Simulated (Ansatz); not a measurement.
Levels about the gap of amorphous In9Ga9Zn9O38Sn (66 atoms in a cell of 836 Å³, 5.91 g/cm³; zone centre alone, so wide bands show as single levels with stretches between that a denser mesh fills), at the geometry that PBE relaxed, where it gives 0.5 GPa on a denser mesh. The participation number counts the atoms over which a state spreads; weights are charges in smoothed Voronoi cells. The levels come from a single point, so bond lengths are those of that geometry. Method of the levels: PBE, scalar-relativistic without spin-orbit coupling (Ansatz, a quantum-chemistry and plane-wave program). Sampling: the zone centre alone; Fermi-Dirac width 0.02 eV; no spin polarisation. At PBE the levels at the filled edge of the gap are localised (band-tail or defect states).

Preparation: random packing, a CHGNet melt and quench, and a DFT relaxation. O atoms were pushed apart under 1.9 Å during the dynamics, to hinder bonds among them. The hot cell started wider than the set density and was brought back towards it in steps. It is the lowest in DFT energy of 2 quenches. It is a model cell: composition and starting density were chosen by hand, and all elements were melted together. No dispersion term was used. Its density started from a set value of 5.91 and ended at 5.91 g/cm³. The simulated quench (nominally 320 K/ps over its main leg) is rapid and tends to freeze in more defects than a deposited or slowly cooled glass has. One small periodic cell is one sample of the glass; other quenches scatter about these values. The volume was held where the preparation left it and the shape relaxed, at a PBE pressure of 0.5 GPa. Stress components on the final sampling reach 0.6 GPa.

| E - E(highest filled), eV | filling | participation number | largest on | weight O | weight In | weight Zn | weight Ga |
|---|---|---|---|---|---|---|---|
| -0.36 | filled | 18.1 | O, 4 neighbours | 0.87 | 0.03 | 0.08 | 0.01 |
| -0.31 | filled | 17.7 | O, 3 neighbours | 0.85 | 0.02 | 0.11 | 0.02 |
| -0.31 | filled | 18.8 | O, 3 neighbours | 0.87 | 0.02 | 0.10 | 0.02 |
| -0.25 | filled | 16.0 | O, 3 neighbours | 0.90 | 0.02 | 0.06 | 0.01 |
| -0.22 | filled | 20.9 | O, 4 neighbours | 0.85 | 0.02 | 0.12 | 0.01 |
| -0.16 | filled | 12.0 | O, 4 neighbours | 0.86 | 0.02 | 0.10 | 0.02 |
| 0.00 | filled | 3.6 | O, 3 neighbours | 0.87 | 0.01 | 0.10 | 0.01 |
| 0.82 | empty | 62.0 | In, 6 neighbours | 0.51 | 0.19 | 0.15 | 0.13 |
| 3.49 | empty | 30.6 | In, 6 neighbours | 0.58 | 0.27 | 0.04 | 0.08 |
| 3.74 | empty | 35.5 | In, 6 neighbours | 0.59 | 0.29 | 0.06 | 0.03 |
| 3.82 | empty | 43.8 | In, 6 neighbours | 0.59 | 0.19 | 0.07 | 0.09 |
| 3.90 | empty | 44.6 | In, 5 neighbours | 0.57 | 0.19 | 0.14 | 0.07 |
| 4.03 | empty | 42.3 | In, 6 neighbours | 0.58 | 0.16 | 0.14 | 0.11 |
| 4.16 | empty | 47.0 | In, 6 neighbours | 0.58 | 0.22 | 0.11 | 0.10 |

Most localised among these is the filled level at +0.00 eV, on a O atom, which has 3 neighbours (Ga 1.90 Å, Zn 1.91 Å, Zn 1.97 Å).
